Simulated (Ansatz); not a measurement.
Abridged Ansatz (a program for electronic structure) output:

```
Relaxation: its limit of steps is 60 (relax.max_steps)
Pseudopotential: Cs, paw, valence charge 9
Pseudopotential: Pb, paw, valence charge 14
Pseudopotential: Br, paw, valence charge 7
Crystal: 5 atoms, lattice volume = 190.528 Å³
Basis set: ecut = 420 eV, 3743 PW (Γ), exchange–correlation on 80×80×80 points (8 copies of the dense FFT grid, shifted against one another)
Bands: 27, of which v1, the nominal top of the filled ones, is band 22 counted from 1 (21 counted from 0)
Symmetry: 48 space group operations
k-points: 20 of 216
Functional: x = pbesol(κ = 0.804, μ = 0.12345679012345678), c = pbesol(β = 0.046)
SCF iter   1: F=—  HF=-25556.423181 eV  |F-HF|=—  |Δ(HF+E_count)|=         —  Δρ=1.60e-3  dr2=7.13e-3  ethr=1.77e-3  ⟨swp⟩=8.0  Hψ=2944  notcnv=0
SCF iter   2: F=—  HF=-25556.422183 eV  |F-HF|=—  |Δ(HF+E_count)|=   9.98e-4  Δρ=8.20e-4  dr2=1.47e-3  ethr=1.62e-5  ⟨swp⟩=2.3  Hψ=1102  notcnv=0
SCF 1 converged in 6 iterations: F = -25556.422281 eV  dr2 = 1.53e-8
relax step   1: F+E_penalty+E_count = -25556.42228064 eV  Δ(F+E_penalty+E_count) = +0.000e0 eV  max|allowed force component| = 2.633e-28 eV/Å  Δτ_max = 0.0000 Å  P = +1.514 GPa  Ω = 190.528 Å³  (6 SCF iters, dr2 threshold 1.00e-7 eV, accepted)
[... steps on the carried basis left out ...]
relax step   5: F+E_penalty+E_count = -25556.30079232 eV  Δ(F+E_penalty+E_count) = +6.426e-4 eV  max|allowed force component| = 1.279e-29 eV/Å  Δτ_max = 0.0000 Å  P = +3.001 GPa  Ω = 181.784 Å³  stress off target by 6.26e-4 GPa  SCF on the basis re-selected at this cell (its energy is not comparable with the rows above)  (5 SCF iters)
SCF converged after 5 iterations
Free energy (F): -25556.300792 eV
Internal energy: -25556.300790 eV  (E = F + TS)
E sigma→0 (E₀):  -25556.300791 eV
Entropy (-TS):   -0.000002 eV (-0.000 meV/atom)
Fermi energy:    5.795362 eV
--- Forces (eV/Å), atoms counted from 1 ---
  atom   1  Cs     0.00000000     0.00000000     0.00000000
  atom   2  Pb     0.00000000    -0.00000000     0.00000000
  atom   3  Br     0.00000000    -0.00000000    -0.00000000
  atom   4  Br     0.00000000     0.00000000    -0.00000000
  atom   5  Br     0.00000000    -0.00000000     0.00000000
--- Stress (GPa, compression-positive) ---
        3.000626      -0.000000      -0.000000
       -0.000000       3.000626      -0.000000
       -0.000000      -0.000000       3.000626
  P = ⅓ Tr σ = 3.0006 GPa (30.006 kbar)
--- Relaxed structure (4 steps of the walk, 4 accepted, 1 SCFs on fresh bases) ---
  cell:  # Å, volume = 181.7842 Å³
    - [5.6648107700988914, 4.253095293855145e-34, -1.0271626370065257e-33]
    - [-3.1296361596292587e-34, 5.6648107700988914, 0.0]
    - [-7.382731453484404e-34, 0.0, 5.6648107700988914]
  atoms:
    - { symbol: Cs, position: [-8.409312559050807e-35, 1.7920342683967395e-34, 4.518436598914746e-35] }
    - { symbol: Pb, position: [0.5, 0.5, 0.5] }
    - { symbol: Br, position: [0.5, -6.624251186675328e-35, 0.5] }
    - { symbol: Br, position: [1.7711155804672742e-35, 0.5, 0.5] }
    - { symbol: Br, position: [0.5, 0.5, -1.338796029311886e-35] }
```

Task: What was computed, and what are the main results?

Result: CsPbBr3, 5 atoms in the cell, with Kohn–Sham DFT with the PBEsol functional, run in Ansatz with PAW and 420 eV plane waves, no spin-orbit coupling, from a series relaxed to a target (pressure 3 GPa). The last SCF converged to F = -25556.300792 eV, or -5111.2602 eV per atom, at a pressure of 3.00 GPa. The total energy compares only with runs of the same code, potentials and settings.

Spin-orbit coupling, missing from the scalar runs, can matter with Pb. Load acts through the strain it causes; cell and atoms are relaxed under it. No phonon test of stability was made. The cell was made from CsPbBr3 in the cubic perovskite structure (space group Pm-3m, No. 221) by this change: pressure 3 GPa. Many cubic perovskites are stable only at high temperature; tilts and polar distortions were not tested. This is not the structure that CsPbBr3 has at room temperature and ambient pressure.

Keys are those of Ansatz 0.2.
